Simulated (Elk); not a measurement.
# Input and output of a self-consistent single point for Nb₃Sb (Pm-3n, 8 atoms in the cell) (Elk)

Level of theory: LDA (PW92), all-electron FP-LAPW, Elk's shipped species files, default APW+lo basis (Elk).

Input as run:

```
tasks
  0

rmtscf
  0.9

swidth
  0.00367493

maxscl
  100

scale
  10.02021608

avec
    1.0000000000    0.0000000000    0.0000000000
    0.0000000000    1.0000000000    0.0000000000
    0.0000000000    0.0000000000    1.0000000000

sppath
  'species/'

atoms
  2
  'Nb.in'
  6
  0.2500000000  0.0000000000  0.5000000000    0.0 0.0 0.0
  0.7500000000  0.0000000000  0.5000000000    0.0 0.0 0.0
  0.5000000000  0.7500000000  0.0000000000    0.0 0.0 0.0
  0.5000000000  0.2500000000  0.0000000000    0.0 0.0 0.0
  0.0000000000  0.5000000000  0.7500000000    0.0 0.0 0.0
  0.0000000000  0.5000000000  0.2500000000    0.0 0.0 0.0
  'Sb.in'
  2
  0.0000000000  0.0000000000  0.0000000000    0.0 0.0 0.0
  0.5000000000  0.5000000000  0.5000000000    0.0 0.0 0.0

ngridk
  5 5 5
```

Output (repeated stretches shortened):

```
│ Elk code version 10.2.4 │

All units are atomic (Hartree, Bohr, etc.)

│ Ground-state run starting from atomic densities │

Lattice vectors :
   10.02021608       0.000000000       0.000000000
   0.000000000       10.02021608       0.000000000
   0.000000000       0.000000000       10.02021608

Unit cell volume      :    1006.077093
Brillouin zone volume :   0.2465518947

Muffin-tin inner radius fraction :   0.1000000000E-01

Nuclei treated as point charges

Species :    1 (Nb)
 parameters loaded from : Nb.in
 name : niobium
 nuclear charge    :   -41.00000000
 electronic charge :    41.00000000
 atomic mass :    169357.9703
 muffin-tin radius :    2.340000000
 number of radial points in muffin-tin :    597
 atomic positions (lattice), magnetic fields (Cartesian) :
   1 :   0.25000000  0.00000000  0.50000000    0.00000000  0.00000000  0.00000000
   2 :  -0.25000000  0.00000000  0.50000000    0.00000000  0.00000000  0.00000000
   3 :   0.50000000 -0.25000000  0.00000000    0.00000000  0.00000000  0.00000000
   4 :   0.50000000  0.25000000  0.00000000    0.00000000  0.00000000  0.00000000
   5 :   0.00000000  0.50000000 -0.25000000    0.00000000  0.00000000  0.00000000
   6 :   0.00000000  0.50000000  0.25000000    0.00000000  0.00000000  0.00000000

Species :    2 (Sb)
 parameters loaded from : Sb.in
 name : antimony
 nuclear charge    :   -51.00000000
 electronic charge :    51.00000000
 atomic mass :    221954.9019
 muffin-tin radius :    2.340000000
 number of radial points in muffin-tin :    597
 atomic positions (lattice), magnetic fields (Cartesian) :
   1 :   0.00000000  0.00000000  0.00000000    0.00000000  0.00000000  0.00000000
   2 :   0.50000000  0.50000000  0.50000000    0.00000000  0.00000000  0.00000000

Total number of atoms per unit cell :    8

Spin treatment :
 spin-unpolarised

Number of Bravais lattice symmetries :   48
Number of crystal symmetries         :   48
   [... lines left out ...]
Maximum |G| for potential and density :    12.00000000
 potential will be trimmed for |G| > 2 gkmax
Constant for pseudocharge density :    7
Radial integration step length :    4

G-vector grid sizes :     40    40    40
Number of G-vectors :    29423

Maximum angular momentum used for
 APW functions                      :    8
 outer part of muffin-tin           :    6
 inner part of muffin-tin           :    1

Total nuclear charge    :   -348.0000000
Total core charge       :    240.0000000
Total valence charge    :    108.0000000
Total excess charge     :    0.000000000
Total electronic charge :    348.0000000

Effective Wigner radius, rₛ :   0.8837331288

Number of empty states         :   32
Total number of valence states :   86
Total number of core states    :  240

Total number of local-orbitals :  138

Exchange-correlation functional :      3     0     0
 Perdew-Wang/Ceperley-Alder, Phys. Rev. B 45, 13244 (1992)
 gradient requirement :    0
 local density approximation (LDA)

Smearing type :    3
 Fermi-Dirac
Smearing width :   0.3674930000E-02
Effective electronic temperature (K) :    1160.451112

Mixing type :    3
 Broyden mixing, J. Phys. A: Math. Gen. 17, L317 (1984)

Kohn-Sham potential initialised from atomic data
│ Self-consistent loop started │
│ Loop number : 1 │
 total energy                :     -35850.9872245
│ Loop number : 2 │
 total energy                :     -35851.5312487
RMS change in Kohn-Sham potential (target) :   0.9979900260E-01 (  0.1000000000E-05)
Absolute change in total energy (target)   :   0.5440241950     (  0.1000000000E-03)
│ Loop number : 3 │
 total energy                :     -35854.7669942
RMS change in Kohn-Sham potential (target) :   0.8017621479E-01 (  0.1000000000E-05)
Absolute change in total energy (target)   :    3.371751523     (  0.1000000000E-03)
│ Loop number : 4 │
 total energy                :     -35855.0294190
RMS change in Kohn-Sham potential (target) :   0.7543083326E-01 (  0.1000000000E-05)
Absolute change in total energy (target)   :    1.105362711     (  0.1000000000E-03)
│ Loop number : 5 │
 total energy                :     -35855.3800266
RMS change in Kohn-Sham potential (target) :   0.4132007608E-01 (  0.1000000000E-05)
Absolute change in total energy (target)   :   0.6269482285     (  0.1000000000E-03)
   [... lines left out ...]
Absolute change in total energy (target)   :   0.2347006441E-02 (  0.1000000000E-03)
│ Loop number : 12 │
 total energy                :     -35855.0726392
RMS change in Kohn-Sham potential (target) :   0.1973348405E-05 (  0.1000000000E-05)
Absolute change in total energy (target)   :   0.1489467635E-02 (  0.1000000000E-03)
│ Loop number : 13 │
 total energy                :     -35855.0726606
RMS change in Kohn-Sham potential (target) :   0.1104069904E-05 (  0.1000000000E-05)
Absolute change in total energy (target)   :   0.3937273141E-03 (  0.1000000000E-03)
│ Loop number : 14 │
 total energy                :     -35855.0728377
RMS change in Kohn-Sham potential (target) :   0.5448292059E-07 (  0.1000000000E-05)
Absolute change in total energy (target)   :   0.2755573660E-03 (  0.1000000000E-03)
│ Loop number : 15 │
 total energy                :     -35855.0728377
RMS change in Kohn-Sham potential (target) :   0.2867154898E-07 (  0.1000000000E-05)
Absolute change in total energy (target)   :   0.6888030475E-04 (  0.1000000000E-03)
Convergence targets achieved

│ Loop number : 16 │

Energies :
 Fermi                       :     0.425801224217
 sum of eigenvalues          :     -21392.2336719
 electron kinetic            :      37359.8531625
 core electron kinetic       :      36568.2481599
 Coulomb                     :     -72194.2498459
 Coulomb potential           :     -57398.9822980
 nuclear-nuclear             :     -3618.41304687
 electron-nuclear            :     -79752.6913002
 Hartree                     :      11176.8545011
 Madelung                    :     -43494.7586970
 xc potential                :     -1353.10453644
 exchange                    :     -988.067050430
 correlation                 :     -32.6035948637
 electron entropic           :    -0.551306730687E-02
 total energy                :     -35855.0728418

Density of states at Fermi energy :    115.7930871
 (states/Hartree/unit cell)

Estimated indirect band gap :   0.3166568715E-02
 from k-point      9 to k-point      6
Estimated direct band gap   :   0.6532514864E-02
 at k-point      9

Charges :
 core                        :    240.0000000
 valence                     :    108.0000000
 interstitial                :    19.97492610
 muffin-tins (core leakage)
  species :    1 (Nb)
   atom    1                 :    38.53315935     (  0.6710889743E-05)
   atom    2                 :    38.53315935     (  0.6710889743E-05)
   atom    3                 :    38.53315935     (  0.6710889743E-05)
   atom    4                 :    38.53315935     (  0.6710889743E-05)
   atom    5                 :    38.53315935     (  0.6710889743E-05)
   atom    6                 :    38.53315935     (  0.6710889743E-05)
  species :    2 (Sb)
   atom    1                 :    48.41305890     (  0.3165597674E-02)
   atom    2                 :    48.41305890     (  0.3165597674E-02)
 total in muffin-tins        :    328.0250739
 total calculated charge     :    348.0195656
 total charge                :    348.0000000
 error                       :   0.1956558118E-01

│ Self-consistent loop stopped │
```

The run converged in 16 iterations. The count includes the last loop, which Elk runs after its targets are met.

The starting cell comes from a database of computed structures (which also holds hypothetical and non-ambient phases and stackings), without a prior relaxation at this level. Its lattice was rescaled by a random factor within 2.5 % of one. Spin-orbit coupling is off. Spin polarisation is off. Values depend on the basis (sphere radii, cutoffs, local orbitals), which need not be converged. The log's line on a gap gives a spacing of levels on this mesh, which the program prints for metals too.
